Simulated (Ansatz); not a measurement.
# A computed series for Mg3Sb2: pressure series

The parent structure is Mg₃Sb₂ (space group P-3m1, No. 164).

```cif
data_Mg3Sb2
_chemical_formula_sum 'Sb2 Mg3'
_space_group_name_H-M_alt 'P-3m1'
_space_group_IT_number 164
_space_group_name_Hall '-P 3 2"'
_cell_length_a 4.59592
_cell_length_b 4.59592
_cell_length_c 7.27158
_cell_angle_alpha 90.000
_cell_angle_beta 90.000
_cell_angle_gamma 120.000
loop_
_atom_site_label
_atom_site_type_symbol
_atom_site_symmetry_multiplicity
_atom_site_Wyckoff_symbol
_atom_site_fract_x
_atom_site_fract_y
_atom_site_fract_z
_atom_site_occupancy
Sb1 Sb 2 d 0.33333 0.66667 0.22580 1
Mg1 Mg 1 a 0.00000 0.00000 0.00000 1
Mg2 Mg 2 d 0.66667 0.33333 0.36763 1
```

Cell and atoms are relaxed at each pressure.

The values are results of PBE (Ansatz, a quantum-chemistry and plane-wave program, PAW, without spin-orbit coupling), not measurements.

Base values:

```
Item                  Result
-------------------  -------
Smallest direct gap  1.02 eV
```

Question: The aim is a smallest direct gap between 0.75 eV and 0.81 eV. Which of these changes reaches it?
A. pressure 0.3 GPa
B. pressure 5 GPa
C. pressure −2 GPa
D. pressure 0.7 GPa
E. pressure 1.5 GPa

Answer: C, pressure −2 GPa. It gives 0.78 eV; pressure 0.7 GPa gives 1.09 eV; pressure 1.5 GPa gives 1.17 eV; pressure 5 GPa gives 1.28 eV; pressure 0.3 GPa gives 1.05 eV. Changes not listed may reach it too

Spin-orbit coupling, missing from the scalar runs, can matter with Sb. Load acts through the strain it causes; cell and atoms are relaxed under it. Whether these cells are dynamically stable was not tested. Competing high-pressure phases were not computed.
